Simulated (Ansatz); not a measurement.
**What isotropic strain +5.67 % does to CrPdO2**

Take CrPdO2 (space group R-3m, No. 166; a = 2.9158 Å, c = 17.9489 Å (hexagonal axes); ferromagnetic; a model cell, its experimental status unchecked; relaxed with 0.1 eV smearing) as the base.

Perturbation: every lattice vector is stretched by 5.67 %, atoms relaxed at fixed cell.

All numbers come from Ansatz (a first-principles code), PBEsol, PAW, cutoff 420 eV, no spin-orbit coupling. Γ-centred 21×21×21 mesh, Fermi–Dirac width 0.1 eV.

```tsv
quantity	base	changed	shift
space group	R-3m (No. 166)	R-3m (No. 166)	–
shortest interatomic distance	195.3 pm	204.1 pm	+8.88 pm
energy relative to the base (free energy F)	0 meV/atom	+165 meV/atom	+165 meV/atom
band gap	zero	zero	–
magnetic state	ferromagnetic	ferromagnetic	–
largest site moment	2.24 μB	2.38 μB	+0.14 μB
```

Whether these cells are dynamically stable was not tested. No Hubbard U is applied and the magnetic state is the run's own (CrPdO2 ferromagnetic); small cells can't hold the antiferromagnetic order that many such compounds have, so gaps and moments can be off.
